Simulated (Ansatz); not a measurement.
## Response to strain in Mo

The reference is Mo in the bcc (W type) structure (space group Im-3m, No. 229; relaxed with 0.1 eV smearing).

```yaml
crystal:
  lattice:
    - [-1.56498, 1.56498, 1.56498]
    - [1.56498, -1.56498, 1.56498]
    - [1.56498, 1.56498, -1.56498]
  atoms:
    - { symbol: Mo, position: [0.00000, 0.00000, 0.00000] }
```

Strains are applied to the cell and any free atomic positions relax.

The values are results of PBEsol in Ansatz (plane waves to 420 eV, PAW, no SOC), not measurements.

Notes on the quantities. energy relative to the base: free energy F.

```json
[
 {"change": "base", "volume per atom": "15.33 Å³", "energy relative to the base": "0 meV/atom", "pressure": "0.0 GPa"},
 {"change": "isotropic strain −3.00 %", "volume per atom": "13.99 Å³", "energy relative to the base": "+119 meV/atom", "pressure": "30.8 GPa"},
 {"change": "isotropic strain −2.50 %", "volume per atom": "14.21 Å³", "energy relative to the base": "[?]", "pressure": "24.8 GPa"},
 {"change": "isotropic strain −2.00 %", "volume per atom": "14.43 Å³", "energy relative to the base": "+51 meV/atom", "pressure": "19.2 GPa"},
 {"change": "isotropic strain −1.00 %", "volume per atom": "14.88 Å³", "energy relative to the base": "+12 meV/atom", "pressure": "9.0 GPa"},
 {"change": "isotropic strain −0.50 %", "volume per atom": "15.10 Å³", "energy relative to the base": "+3.1 meV/atom", "pressure": "[?]"},
 {"change": "isotropic strain +0.50 %", "volume per atom": "15.56 Å³", "energy relative to the base": "+3.0 meV/atom", "pressure": "-4.1 GPa"},
 {"change": "isotropic strain +1.00 %", "volume per atom": "15.80 Å³", "energy relative to the base": "+12 meV/atom", "pressure": "-7.8 GPa"},
 {"change": "isotropic strain +1.50 %", "volume per atom": "16.03 Å³", "energy relative to the base": "+26 meV/atom", "pressure": "-11.4 GPa"},
 {"change": "isotropic strain +3.00 %", "volume per atom": "16.75 Å³", "energy relative to the base": "+99 meV/atom", "pressure": "-20.6 GPa"}
]
```

Question: What belongs in the blanks?

Answer: 
- isotropic strain −2.50 %, energy relative to the base: +82 meV/atom
- isotropic strain −0.50 %, pressure: 4.3 GPa

Whether these cells are dynamically stable was not tested. All final runs are without spin polarisation.

Ansatz is a quantum-chemistry and plane-wave program.
